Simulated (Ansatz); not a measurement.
Take a 12-atom supercell of TiSi$_{2}$ (space group Cmcm, No. 63; a = 3.527 Å, b = 13.517 Å, c = 3.565 Å) at its relaxed geometry as the base.

All numbers come from Ansatz (a first-principles code) r2SCAN, no SOC.

For the base:

The pressure comes out as 0.0 GPa.

One thing is altered: a neutral Ti interstitial (started 1.71 Å from the nearest host atom), atoms relaxed at fixed cell, starting from a slightly rattled geometry.

Task: Estimate the effect on the largest displacement of a host atom from its site in the perfect cell, final site of the added atom and pressure.

Result: The largest displacement of a host atom from its site in the perfect cell comes out as 0.50 Å; the final site of the added atom amounts to 5 Si at 2.19–2.22 Å and 5 Ti at 2.73–2.79 Å; the pressure goes from zero to 27.1 GPa.

In so small a cell the defect repeats every few ångströms: this is an ordered compound, not a dilute defect. All final runs are without spin polarisation. The defect cell is not spin-polarised.
